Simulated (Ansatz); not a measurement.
# Rh, response to strain

Start from Rh in the fcc (Cu type) structure (space group Fm-3m, No. 225; a = 3.8320 Å; relaxed with 0.1 eV smearing).

Strains are applied to the cell and any free atomic positions relax.

Level of theory: PBE/PAW in Ansatz (an electronic-structure program), no spin-orbit coupling.

Candidates:
(a) isotropic strain −2.50 %
(b) isotropic strain +3.00 %
(c) isotropic strain −2.00 %

Notes on the quantities. energy relative to the base: free energy F.

Q: Order them by energy relative to the base, highest first.

A: (b) isotropic strain +3.00 % (+80 meV/atom), (a) isotropic strain −2.50 % (+70 meV/atom), (c) isotropic strain −2.00 % (+44 meV/atom)

Whether these cells are dynamically stable was not tested. All final runs are without spin polarisation. Rh lies near a magnetic instability that expansion can trigger; it was not tested.
